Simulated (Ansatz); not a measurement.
The parent structure is InAs in the zinc blende structure (space group F-43m, No. 216; a = 6.1091 Å).

All numbers come from r2SCAN (Ansatz, a first-principles code, PAW, scalar-relativistic without spin-orbit coupling).

For the base:

* **Band gap**: 0.08 eV
* **Lattice parameter a**: 6.109 Å

The change: every In is replaced by P, then cell and atoms are relaxed.

Tabulated Pauling electronegativity and covalent radius: In 1.78, 1.42 Å; P 2.19, 1.07 Å.

**Question.** Predict the new band gap.

**Answer.** The band gap changes from 0.08 eV to zero.

**Question.** What happens to the lattice parameter a?

**Answer.** The lattice parameter a falls by 0.295 Å to 5.814 Å.

No phonon test of stability was made. As relaxed here, AsP is a hypothetical phase, not in the database extracts checked. The final runs are not spin-polarised. The zero or small gap of InAs can change with the level of theory.
